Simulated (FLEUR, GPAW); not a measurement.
A FLEUR input for a self-consistent single point of MnO (Fm-3m, 4 atoms in the cell) (DFT, PBE, all-electron FLAPW (FLEUR), scalar-relativistic valence):

Input of the input generator:

```
MnO FLAPW
&input film=f /
8.2645282334 4.1322641167 4.1322641167
4.1322641167 8.2645282334 4.1322641167
4.1322641167 4.1322641167 8.2645282334
1.0
1.0 1.0 1.0

4
25 0.0000000000 0.0000000000 0.0000000000 : 5.00
25 0.5000000000 0.5000000000 0.5000000000 : -5.00
8 0.2500000000 0.2500000000 0.2500000000 : 0.00
8 0.7500000000 0.7500000000 0.7500000000 : 0.00

&comp jspins=2 /
&kpt div1=7 div2=7 div3=7 /
&end /
```

```xml
<?xml version="1.0" encoding="UTF-8" standalone="no"?>
<fleurInput fleurInputVersion="0.39">
   <comment>
      MnO FLAPW                                                                                           
   </comment>
   <calculationSetup>
      <cutoffs Kmax="4.3" Gmax="17.2" GmaxXC="17.2" numbands="0"/>
      <scfLoop itmax="100" minDistance="0.00001" maxIterBroyd="99" imix="Anderson" alpha="0.05" precondParam="0.0" spinf="2.0"/>
      <coreElectrons ctail="T" frcor="F" kcrel="0" coretail_lmax="0"/>
      <xcFunctional name="pbe" relativisticCorrections="F"/>
      <magnetism jspins="2"/>
      <soc l_soc="F" theta="0.0" phi="0.0" spav="F"/>
      <expertModes spex="0" secvar="F"/>
      <geometryOptimization l_f="T" forcealpha="1.0" forcemix="BFGS" epsdisp="0.00001" epsforce="0.00001"/>
      <ldaU l_linMix="F" mixParam="0.05" spinf="1.0"/>
   </calculationSetup>
   <cell>
      <bzIntegration valenceElectrons="42.0" mode="hist" fermiSmearingEnergy="0.00036749">
         <kPointListSelection listName="default-1"/>
         <!-- k-points included here -->
         <xi:include xmlns:xi="http://www.w3.org/2001/XInclude" href="kpts.xml"> </xi:include>
      </bzIntegration>
      <!-- symmetry operations included here -->
      <xi:include xmlns:xi="http://www.w3.org/2001/XInclude" href="sym.xml"> </xi:include>
      <bulkLattice scale="1.0">
         <bravaisMatrix>
            <row-1>    8.2645282334000001     4.1322641167000000     4.1322641167000000</row-1>
            <row-2>    4.1322641167000000     8.2645282334000001     4.1322641167000000</row-2>
            <row-3>    4.1322641167000000     4.1322641167000000     8.2645282334000001</row-3>
         </bravaisMatrix>
      </bulkLattice>
   </cell>
   <atomSpecies>
      <species name="Manganese 5.000" element="Mn" atomicNumber="25">
         <mtSphere radius="2.46" gridPoints="849" logIncrement="0.014"/>
         <atomicCutoffs lmax="10" lnonsphr="8"/>
         <electronConfig flipSpins="F">
            <coreConfig>(1s1/2) (2s1/2) (2p1/2) (2p3/2)</coreConfig>
            <valenceConfig>(3s1/2) (3p1/2) (3p3/2) (4s1/2) (3d3/2) (3d5/2)</valenceConfig>
            <stateOccupation state="(3d3/2)" spinUp="2.0" spinDown="0.0"/>
            <stateOccupation state="(3d5/2)" spinUp="3.0" spinDown="0.0"/>
         </electronConfig>
         <energyParameters s="4" p="4" d="3" f="4"/>
         <lo type="SCLO" l="0" n="3" eDeriv="0"/>
         <lo type="SCLO" l="1" n="3" eDeriv="0"/>
      </species>
      <species name="Manganese -5.000" element="Mn" atomicNumber="25">
         <mtSphere radius="2.46" gridPoints="849" logIncrement="0.014"/>
         <atomicCutoffs lmax="10" lnonsphr="8"/>
         <electronConfig flipSpins="F">
            <coreConfig>(1s1/2) (2s1/2) (2p1/2) (2p3/2)</coreConfig>
            <valenceConfig>(3s1/2) (3p1/2) (3p3/2) (4s1/2) (3d3/2) (3d5/2)</valenceConfig>
            <stateOccupation state="(3d3/2)" spinUp="0.0" spinDown="2.0"/>
            <stateOccupation state="(3d5/2)" spinUp="0.0" spinDown="3.0"/>
         </electronConfig>
         <energyParameters s="4" p="4" d="3" f="4"/>
         <lo type="SCLO" l="0" n="3" eDeriv="0"/>
         <lo type="SCLO" l="1" n="3" eDeriv="0"/>
      </species>
      <species name="Oxygen (O)" element="O" atomicNumber="8">
         <mtSphere radius="1.39" gridPoints="481" logIncrement="0.022"/>
         <atomicCutoffs lmax="6" lnonsphr="4"/>
         <electronConfig flipSpins="F">
            <coreConfig>(1s1/2)</coreConfig>
            <valenceConfig>(2s1/2) (2p1/2) (2p3/2)</valenceConfig>
            <stateOccupation state="(2p1/2)" spinUp="0.6666666667" spinDown="0.6666666667"/>
            <stateOccupation state="(2p3/2)" spinUp="1.333333333" spinDown="1.333333333"/>
         </electronConfig>
         <energyParameters s="2" p="2" d="3" f="4"/>
      </species>
   </atomSpecies>
   <atomGroups>
      <atomGroup species="Manganese 5.000">
         <relPos label="                   1">.0000000000 .0000000000 .0000000000</relPos>
         <force calculate="T" relaxXYZ="TTT"/>
      </atomGroup>
      <atomGroup species="Manganese -5.000">
         <relPos label="                   2">1.000/2.000 1.000/2.000 1.000/2.000</relPos>
         <force calculate="T" relaxXYZ="TTT"/>
      </atomGroup>
      <atomGroup species="Oxygen (O)">
         <relPos label="                   3">1.000/4.000 1.000/4.000 1.000/4.000</relPos>
         <relPos label="                   4">-1.000/4.000 -1.000/4.000 -1.000/4.000</relPos>
         <force calculate="T" relaxXYZ="TTT"/>
      </atomGroup>
   </atomGroups>
   <output dos="F" band="F" slice="F">
      <checks vchk="F" cdinf="F"/>
      <bandDOS minEnergy="-.5*Htr" maxEnergy="0.5*Htr" sigma="0.015" storeEVData="T"/>
      <vacuumDOS vacdos="F" integ="F" star="F" nstars="0" locx1="0.0" locy1="0.0" locx2="0.0" locy2="0.0" nstm="0" tworkf="0.0"/>
      <unfoldingBand unfoldBand="F" supercellX="1" supercellY="1" supercellZ="1"/>
      <plotting iplot="0" polar="F">
         <plot TwoD="T" vec1="  1.0  0.0  0.0" vec2="  0.0  1.0  0.0" vec3="  0.0  0.0  1.0" zero="  0.0  0.0  0.0" file="plot"/>
      </plotting>
      <chargeDensitySlicing numkpt="0" minEigenval="0.0" maxEigenval="0.0" nnne="0" pallst="F"/>
      <specialOutput eonly="F"/>
      <magneticCircularDichroism mcd="F" energyLo="-10.0" energyUp="0.0"/>
   </output>
  <!-- We include the file relax.xml here to enable relaxations (see documentation) -->
  <xi:include xmlns:xi="http://www.w3.org/2001/XInclude" href="relax.xml"> <xi:fallback/> </xi:include>
</fleurInput>
```

### Question
Write the same calculation as an input for GPAW.

### Answer
This is the input that was run; spellings and numerical settings could be chosen otherwise.

```python
from ase import Atoms
from ase.units import GPa
from gpaw import GPAW

atoms = Atoms(['Mn', 'Mn', 'O', 'O'],
              cell=[[4.373400, 2.186700, 2.186700],
                    [2.186700, 4.373400, 2.186700],
                    [2.186700, 2.186700, 4.373400]],
              scaled_positions=[[0.000000, 0.000000, 0.000000],
                                [0.500000, 0.500000, 0.500000],
                                [0.250000, 0.250000, 0.250000],
                                [0.750000, 0.750000, 0.750000]],
              pbc=True)

atoms.set_initial_magnetic_moments([5.0, -5.0, 0.0, 0.0])

calc = GPAW(spinpol=True,
            mode={'name': 'pw', 'ecut': 950},
            xc='PBE',
            kpts=(7, 7, 7),
            occupations={'name': 'fermi-dirac', 'width': 0.01},
            nbands=-6,
            convergence={'density': 1e-05, 'bands': -4},
            symmetry={'symmorphic': False, 'tolerance': 0.0005},
            maxiter=100)

atoms.calc = calc

energy = atoms.get_potential_energy()
print('Energy (eV):', round(energy, 6))
forces = atoms.get_forces()
print('Forces (eV/Ang):')
print(forces.round(5))
stress = atoms.get_stress()
print('Stress (GPa, Voigt):', (stress / GPa).round(4))
```

Basis settings and potentials, where a program has them, do not carry over. This input uses DFT PBE, plane waves, GPAW PAW datasets PBE (gpaw-data 1.0.1). Both were run: gap on the mesh 1.053 eV in FLEUR and 0.948 in GPAW; size of the net moment 0.00 μB/atom in FLEUR and 0.00 in GPAW.

On GPAW: the starting cell has typed, rounded lattice constants, without a prior relaxation at this level. Its lattice was rescaled by a random factor within 2.5 % of one. The magnetic order is the one reached from the typed start; others were not searched systematically.

On FLEUR: the starting cell has typed, rounded lattice constants, without a prior relaxation at this level. Its lattice was rescaled by a random factor within 2.5 % of one. The magnetic order is the one reached from the typed start; others were not searched systematically. Values depend on the basis (sphere radii, cutoffs, local orbitals), which need not be converged.
